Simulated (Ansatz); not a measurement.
## Co₂NiO₄ (space group I-4, No. 82; antiferromagnetic (moments cancel))

```xyz
7
Lattice="-2.2826 2.2826 3.9673 2.2826 -2.2826 3.9673 2.2826 2.2826 -3.9673" Properties=species:S:1:pos:R:3 pbc="T T T"
Co     0.0000     0.0000     3.9673
Co     0.0000     2.2826     1.9837
Ni     0.0000     0.0000     0.0000
O      1.0128     1.3088     0.8402
O      1.2698     0.9738     4.8075
O     -0.9738     1.2698     3.1272
O      3.2564     1.0128    -0.8402
```

Computed with PBEsol (Ansatz, an electronic-structure program), no SOC. Γ-centred 12×12×12 mesh, Fermi–Dirac width 0.05 eV.

```json
{
 "volume_per_atom": "11.81 Å³",
 "density": "4.83 g/cm³",
 "band_gap": "zero",
 "magnetic_state": "antiferromagnetic (moments cancel)",
 "total_energy": "-2604.213 eV/atom (σ→0; compares only within this code and set-up)"
}
```

Other magnetic orders, which the real material may have, were not ruled out. Whether these cells are dynamically stable was not tested. Seeded moments were not kept for the base. No Hubbard U is applied, and correlation can decide whether such a compound is a metal.
